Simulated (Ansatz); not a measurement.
# How the lattice parameter a of Ba₂BeN₂ (model structure, started from the Ca2ZnN2 type, I4/mmm, No. 139, 5 atoms in the cell) moves with the method

No measured value is used here.

```json
[
 {"level (code)": "LDA (Ansatz)", "value (Å)": "…"},
 {"level (code)": "PBE (Ansatz)", "value (Å)": "4.119"},
 {"level (code)": "PBEsol (Ansatz)", "value (Å)": "4.050"},
 {"level (code)": "r²SCAN (Ansatz)", "value (Å)": "4.104"}
]
```

**Question.** Some entries are withheld; supply them.

**Answer.** 
- LDA (Ansatz, a quantum-chemistry and plane-wave program), value (Å): 4.007

Cutoffs differ between the levels. Ansatz's density-functional and Hartree–Fock values are scalar-relativistic unless marked +SOC, with PAW data made under PBE.

A model structure was made by putting elements into a prototype or built by hand; it is no filed structure, need not be a known phase, and can be a saddle point held by its symmetry.
